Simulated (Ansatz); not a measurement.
The starting structures come from a database of crystals and need not be the phases stable at ambient conditions.

 Where the default PAW files enter, the runs use the earlier of Ansatz's two default sets.

Crystal: LaGaO$_{3}$ (R-3c, not sure to be the ambient phase, 10 atoms a cell, 12.2 Å³ an atom, -5 GPa at this level); planes in its conventional cell.

Computed with r2SCAN (plane waves, PAW; Ansatz, a first-principles code).

The gap is the functional's own. No spin-orbit coupling. Mid-gap values are interpolated on the energy grid.

```csv
plane,area of the cell (Å²),mid-gap κ (1/Å),largest κ in the gap (1/Å)
(001),27.1,0.33,0.33
(110),43.5,?,?
(101),26.7,?,?
```

Q: The slowest decay depends on the direction. Supply the withheld values.

A: 
- (110), mid-gap κ (1/Å): 0.42
- (110), largest κ in the gap (1/Å): 0.43
- (101), mid-gap κ (1/Å): 0.38
- (101), largest κ in the gap (1/Å): 0.38
